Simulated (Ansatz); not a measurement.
Data:

Host crystal: wurtzite ZnO, with a band gap (PBE, scalar-relativistic without spin-orbit coupling).

End structure of NH3 on the 1x1 (10-10) surface of wurtzite ZnO (cut with top plane O + Zn), one in a 2x1 cell, started at the site 'top Zn #2':

```xyz
36
Lattice="6.5590 0.0000 0.0000 0.0000 5.2938 0.0000 0.0000 0.0000 28.5000" Properties=species:S:1:pos:R:3 pbc="T T T"
O      1.6397     1.9980     9.5337
O      4.9192     1.9980     9.5337
Zn     1.6397     5.4592     9.8703
Zn     4.9192     5.4592     9.8703
O      0.0000     4.6170    10.4747
O      3.2795     4.6170    10.4747
Zn     0.0000     2.6193    10.3425
Zn     3.2795     2.6193    10.3425
O      0.0000     1.9680    12.3364
O      3.2795     1.9680    12.3364
Zn     0.0000     5.2726    12.4339
Zn     3.2795     5.2726    12.4339
O      1.6397     4.6064    13.3227
O      4.9192     4.6064    13.3227
Zn     1.6397     2.5965    13.2567
Zn     4.9192     2.5965    13.2567
O      1.6386     1.9571    15.1663
O      4.9186     1.9695    15.1854
Zn     1.6387     5.2459    15.2321
Zn     4.9185     5.2547    15.2342
O      0.0003     4.6141    16.1591
O      3.2777     4.6138    16.1584
Zn     0.0191     2.6136    16.0926
Zn     3.2587     2.6134    16.0916
O      0.0218     1.9739    18.0251
O      3.2555     1.9736    18.0235
Zn     0.0006     5.2530    18.1062
Zn     3.2757     5.2526    18.1053
O      1.6383     4.6374    19.0114
O      4.9176     4.6345    18.9770
Zn     1.6392     2.7170    18.9843
Zn     4.9179     2.8053    18.5460
N      1.6471     6.8014    20.6866
H      2.4783     6.8862    21.2718
H      0.8301     6.8919    21.2910
H      1.6397     5.8368    20.2388
```

Slab: 36 atoms, 9.4 Å thick at the start under the adsorbate (thin: gaps and levels are the slab's own); k 3x3x1, smearing 0.01 eV, dipole-corrected; single point; no symmetry held, on the structure that PBE left; no spin, no spin-orbit, no U, no dispersion correction. At the end it is bonded to Zn. In PBE it is, or lies within 0.03 eV of, the lowest of the starts that converged; the order may differ at this level.

A negative adsorption energy means that the adsorbate is more stable on the surface than in its reference.

Q: What is the computed change of the step from the bottom to the top vacuum level, against the clean slab (HSE06, at the PBE geometry (Ansatz, a first-principles code))?

A: -2.09 eV

Q: Estimate the adsorption energy against NH3(g) at the same level that HSE06, at the PBE geometry returns for this input.

A: -1.05 eV
